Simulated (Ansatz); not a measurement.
Zone-centre phonon calculation of ZrSnO3 (Pm-3m, 5 atoms in the cell) at several settings

```xyz
5
Lattice="3.9323 0.0000 0.0000 0.0000 3.9323 0.0000 0.0000 0.0000 3.9323" Properties=species:S:1:pos:R:3 pbc="T T T"
Sn     0.0000     0.0000     0.0000
Zr     1.9662     1.9662     1.9662
O      0.0000     1.9662     1.9662
O      1.9662     1.9662     0.0000
O      1.9662     0.0000     1.9662
```

Base: Ansatz (a quantum-chemistry and plane-wave program) with PBEsol, default PAW files made with PBE. Its settings: kpoints.mp_grid.grid = 4 4 4; kpoints.mp_grid.shift = 0.5 0.5 0.5; hamiltonian.xc = pbesol; hamiltonian.pseudopotentials = {kind: paw} (the program's default PAW files); scf.occupations.method = methfessel_paxton; scf.occupations.width = 0.272 eV. Starting volume 12.16 Å³ per atom.

Each line gives the change from the base single point and the result:

- hamiltonian.xc: pbesol → lda; scf.occupations.method: methfessel_paxton → fixed; scf.occupations.width: 0.272 eV → default; phonons.method: default → dfpt; phonons.dielectric: default → true; phonons.rigid_motions: default → translations [DFT, LDA (PW92), plane waves, default PAW files made with PBE]: zone-centre frequencies (cm⁻¹; negative means imaginary) -251, -251, -251, -179, -179, -179, 0, 0, 0, 117, 117, 117, 778, 778, 778; ε∞ at this k-point mesh, which may be far from converged in small-gap cells (xx, yy, zz) 7.91, 7.91, 7.91; Born charges at this mesh (mean of the diagonal, e) Sn 4.41, Zr 5.91, O -3.44, O -3.44, O -3.44.
- hamiltonian.xc: pbesol → lda; scf.convergence.dr2_threshold: default (1e-07 eV) → 0.0001 eV; phonons.method: default → dfpt [DFT, LDA (PW92), plane waves, default PAW files made with PBE]: zone-centre frequencies (cm⁻¹; negative means imaginary) -251, -251, -251, -179, -179, -179, 0, 0, 0, 117, 117, 117, 778, 778, 778.

The starting cell was generated: these elements placed on a structure prototype, without a prior relaxation; it need not be a known phase or ordering of this composition. Its lattice was rescaled by a random factor within 2.5 % of one. In the base run, with a pressure of about 34 GPa the cell is away from its equilibrium volume at this level.

Frequencies and response belong to this unrelaxed cell.

Keys are those of Ansatz 0.2.
